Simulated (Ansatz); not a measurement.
**Converging the plane-wave cutoff: InSe (R3m, 4 atoms in the cell)**

```
CELL_PARAMETERS angstrom
      2.01323     1.16234     8.56548
     -2.01323     1.16234     8.56548
      0.00000    -2.32468     8.56548
ATOMIC_POSITIONS crystal
  In 0.11230 0.11230 0.11230
  In 0.00183 0.00183 0.00183
  Se 0.61971 0.61971 0.61971
  Se 0.82581 0.82581 0.82581
```

Level of theory: PBEsol, PAW files made with PBE (plane waves; Ansatz, a first-principles code).

Base settings: basis.ecutwfc = 30.9 Ry; kpoints.mp_grid.grid = 5 5 5; hamiltonian.xc = pbesol; hamiltonian.pseudopotentials = {kind: paw} (the program's default PAW files); scf.occupations.method = fixed.

The second cell is the first with its lattice scaled by 0.98.

The mesh stays at the base's, so the ladder's end is converged at best in this setting alone.

The first pressure column holds Ansatz's estimate of the finite-basis (Pulay) stress, which hides part of the cutoff error; the other is without it.

Only quantities that move along the ladder and can be compared are tabulated.

The count of work is k-points × plane waves × bands × iterations; it is no time. 

The starting cell comes from a database of computed structures (which also holds hypothetical and non-ambient phases and stackings), without a prior relaxation at this level. Its lattice was rescaled by up to half a per cent. One atom was moved a little off its site on purpose.

| basis.ecutwfc | free energy less the last step's (meV/atom) | energy of the compressed cell less the first (meV/atom) | pressure (GPa) | pressure without the Pulay estimate (GPa) | largest difference of a force vector from the last step's (eV/Å) | count of work / last |
|---|---|---|---|---|---|---|
| 10.7 Ry | 31333.67 | 73.32 | 5.26 | -579.60 | 2.225 | 0.048 |
| 12.5 Ry | 12962.52 | 50.65 | -2.65 | -282.95 | 0.879 | 0.065 |
| 14 Ry | 6134.07 | 5.45 | -0.07 | -155.18 | 0.072 | 0.074 |
| 15.4 Ry | 2917.22 | 54.66 | 0.79 | -86.01 | 0.199 | 0.087 |
| 16.9 Ry | 1274.62 | 5.31 | 0.47 | -44.40 | 0.065 | 0.095 |
| 18.4 Ry | 507.11 | 15.07 | 0.24 | -20.90 | 0.080 | 0.11 |
| 21.7 Ry | 48.92 | 20.00 | 0.25 | -2.74 | 0.005 | 0.16 |
| 24.6 Ry | 4.22 | 20.26 | 0.22 | -0.09 | 0.002 | 0.19 |
| 27.9 Ry | 1.08 | 20.17 | 0.21 | 0.20 | 0.001 | 0.23 |
| 30.9 Ry | 0.74 | 20.14 | 0.20 | 0.19 | 0.000 | 0.27 |
| 33.8 Ry | 0.42 | 20.13 | 0.20 | 0.19 | 0.000 | 0.30 |
| 37.1 Ry | 0.29 | 20.13 | 0.20 | 0.20 | 0.000 | 0.36 |
| 41.5 Ry | 0.19 | 20.13 | 0.20 | 0.20 | 0.000 | 0.42 |
| 46.3 Ry | 0.09 | 20.13 | 0.20 | 0.20 | 0.000 | 0.49 |
| 54 Ry | 0.05 | 20.12 | 0.20 | 0.20 | 0.000 | 0.62 |
| 61.7 Ry | 0.02 | 20.12 | 0.20 | 0.20 | 0.000 | 0.76 |
| 74.2 Ry | 0.00 | 20.12 | 0.20 | 0.20 | 0.000 | 1.0 |

Coarsest basis.ecutwfc that holds the forces within 0.02 eV/Å of the last step, with all finer ones: 21.7 Ry, at 0.16 of the last step's count of work; the step before is off by 0.080 eV/Å.

Coarsest basis.ecutwfc that holds the free energy within 0.5 meV/atom of the last step, with all finer ones: 33.8 Ry, at 0.30 of the last step's count of work; the step before is off by 0.74 meV/atom.

Coarsest basis.ecutwfc that holds the energy of the compressed cell less the first within 0.5 meV/atom of the last step, with all finer ones: 21.7 Ry, at 0.16 of the last step's count of work; the step before is off by 5.1 meV/atom.

The energy difference between the two cells stays within 1 meV/atom of the last step's from 21.7 Ry on, the total only from 30.9 Ry on: much of the error is common to both cells and cancels.

At the lowest cutoff the pressure without the Pulay estimate lies 580 GPa under the last step's, the usual sign of Pulay stress in an incomplete plane-wave basis.

Keys are those of Ansatz 0.2.
